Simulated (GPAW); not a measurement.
Band structure of SnSe2 (P-3m1, 3 atoms in the cell).

```
CELL_PARAMETERS angstrom
      3.82576     0.00000     0.00000
     -1.91288     3.31321     0.00000
      0.00000     0.00000     6.45864
ATOMIC_POSITIONS crystal
  Sn 0.00000 0.00000 0.00000
  Se 0.66667 0.33333 0.75710
  Se 0.33333 0.66667 0.24290
```

Method: PBE, GPAW PAW datasets PBE (gpaw-data 1.0.1) (plane waves; GPAW).

Settings: mode = pw; ecut = 550 eV; xc = PBE; kpts = 7 7 4; mesh shift (steps) = 0 0 0; occupations.name = fermi-dirac; occupations.width = 0 eV; nbands = -4; convergence.bands = -2; symmetry.symmorphic = false; symmetry.tolerance = 0.0005; maxiter = 150; bandpath_npoints = 40.

The starting cell comes from a database of computed structures (which also holds hypothetical and non-ambient phases and stackings), without a prior relaxation at this level. Its lattice was rescaled by a random factor within 2.5 % of one.

Question: Predict the gap along the standard path and the places of the band edges.

Answer: The gap along the path is 0.78 eV, from a point between Γ and M to a point between A|L and M|K; the smallest direct gap on it is 1.20 eV.

Levels in eV from the top of the valence band on the SCF mesh, bands 10 to 17:
```csv
point,10,11,12,13,14,15,16,17
Γ,-0.53,-0.24,-0.20,-0.20,1.13,3.10,4.68,4.68
M,-2.67,-2.39,-1.01,-0.26,1.11,3.86,5.54,5.56
K,-3.56,-3.22,-1.29,-1.29,1.51,6.26,6.26,7.07
A,-0.59,-0.59,-0.10,-0.10,2.36,3.04,4.51,4.51
L,-2.28,-2.01,-0.71,-0.51,0.78,4.26,4.84,5.79
H,-3.90,-3.46,-0.47,-0.47,2.31,4.71,4.71,6.22
```
